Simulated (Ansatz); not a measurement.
Input:

End structure of F on the 1x1 (100) surface of fcc Cu, one in a 3x3 cell, started at the site 'bridge Cu-Cu (span 2.6 Å)':

```
CELL_PARAMETERS angstrom
      7.70039     0.00000     0.00000
      0.00000     7.70039     0.00000
      0.00000     0.00000    24.50000
ATOMIC_POSITIONS crystal
  Cu 0.16667 0.16667 0.39086
  Cu 0.16667 0.50000 0.39086
  Cu 0.16667 0.83333 0.39086
  Cu 0.50000 0.16667 0.39086
  Cu 0.50000 0.50000 0.39086
  Cu 0.50000 0.83333 0.39086
  Cu 0.83333 0.16667 0.39086
  Cu 0.83333 0.50000 0.39086
  Cu 0.83333 0.83333 0.39086
  Cu 0.00000 0.00000 0.46272
  Cu 0.00000 0.33333 0.46272
  Cu 0.00000 0.66667 0.46272
  Cu 0.33333 0.00000 0.46272
  Cu 0.33333 0.33333 0.46272
  Cu 0.33333 0.66667 0.46272
  Cu 0.66667 0.00000 0.46272
  Cu 0.66667 0.33333 0.46272
  Cu 0.66667 0.66667 0.46272
  Cu 0.16450 0.16667 0.53763
  Cu 0.16492 0.49761 0.53767
  Cu 0.16492 0.83573 0.53767
  Cu 0.50000 0.16667 0.53674
  Cu 0.50000 0.50112 0.53657
  Cu 0.50000 0.83221 0.53657
  Cu 0.83550 0.16667 0.53763
  Cu 0.83508 0.49761 0.53767
  Cu 0.83508 0.83573 0.53767
  Cu 0.00000 0.99143 0.61339
  Cu 0.00000 0.34190 0.61339
  Cu 0.00000 0.66667 0.60847
  Cu 0.33716 0.99875 0.60819
  Cu 0.33716 0.33459 0.60819
  Cu 0.33310 0.66667 0.60866
  Cu 0.66284 0.99875 0.60819
  Cu 0.66284 0.33459 0.60819
  Cu 0.66690 0.66667 0.60866
  F  0.00000 0.16667 0.67233
```

Slab: 37 atoms, 5.3 Å thick at the start under the adsorbate (thin: gaps and levels are the slab's own); k 4x4x1, smearing 0.1 eV, dipole-corrected; 18 atoms held, the rest relaxed; start symmetry kept, larger cells not searched; no spin, no spin-orbit, no U, no dispersion correction. At the end it is bonded to 2 Cu. In PBE it is, or lies within 0.03 eV of, the lowest of the starts that converged.

A negative adsorption energy means that the adsorbate is more stable on the surface than in its reference.

Problem. What is the computed work function of the top face (PBE run with Ansatz, a program for electronic structure)?

Solution. 5.07 eV

Problem. What change of the work function does PBE give?

Solution. 0.52 eV

Problem. What is the computed change of the step from the bottom to the top vacuum level, against the clean slab (PBE)?

Solution. 0.55 eV

Problem. Predict the adsorption energy against ½ F2(g) from PBE.

Solution. -2.95 eV
